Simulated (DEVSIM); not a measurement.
# abrupt Si n-p junction

Structure: abrupt Si n-p junction, at 400 K.

```csv
layer (left to right),material,thickness (μm),Nd (cm⁻³),Na (cm⁻³),τn (s),τp (s)
1,Si,9.10,5.4e16,-,1e-6,1e-6
2,Si,50.0,-,8.9e15,1e-6,1e-6
```

Left contact: ohmic. Right contact: ohmic. Voltage is applied to the left contact. Recombination: SRH at mid-gap. Mobility is μmin + (μ − μmin)/(1 + (N/Nref)^α).

The device is made up for the run: typed textbook-type constants, with dimensions and the other settings drawn at random. Values at 300 K; Nc and Nv go as T^1.5, mobilities as T to minus their exponent, the gap by Varshni's rule with the affinity fixed.

```
parameter               Si
----------------  --------
gap (eV)             1.124
affinity (eV)         4.05
permittivity          11.7
Nc (cm⁻³)          2.86e19
Nv (cm⁻³)           3.1e19
μn (cm²/Vs)           1417
μp (cm²/Vs)            470
μn,min                  52
μp,min                  45
Nref,n              9.7e16
Nref,p              2.2e17
αn                    0.68
αp                    0.72
T exponent of μn       2.3
T exponent of μp       2.2
Varshni α (eV/K)  0.000473
Varshni β (K)          636
```

Model (solved in DEVSIM): 1D drift-diffusion, Boltzmann statistics, complete ionisation; no tunnelling, impact ionisation, image-force lowering or self-heating.

```json
{
 "potential_step_across_the_device_at_zero_bias": "0.569 V",
 "largest_field_in_the_device_at_zero_bias": "35000 V/cm",
 "Dark forward voltage at 1 A/cm²": "0.434 V",
 "Dark forward voltage at 100 A/cm²": "0.784 V"
}
```

Dark reverse current:

```
V (V)  J (A/cm²)
-----  ---------
0.04      4.1e-6
0.10      6.4e-6
0.20      8.1e-6
0.30      9.3e-6
0.40      1.0e-5
0.60      1.2e-5
0.80      1.4e-5
1.00      1.6e-5
1.30      1.8e-5
1.60      2.0e-5
2.00      2.3e-5
```

Small-signal capacitance in reverse bias (quasi-static):

| V (V) | C (nF/cm²) |
|---|---|
| 0.04 | 34.4 |
| 0.1 | 32.6 |
| 0.2 | 30.1 |
| 0.3 | 28.2 |
| 0.4 | 26.6 |
| 0.6 | 24.0 |
| 0.8 | 22.1 |
| 1 | 20.6 |
| 1.3 | 18.8 |
| 1.6 | 17.4 |
| 2 | 15.9 |
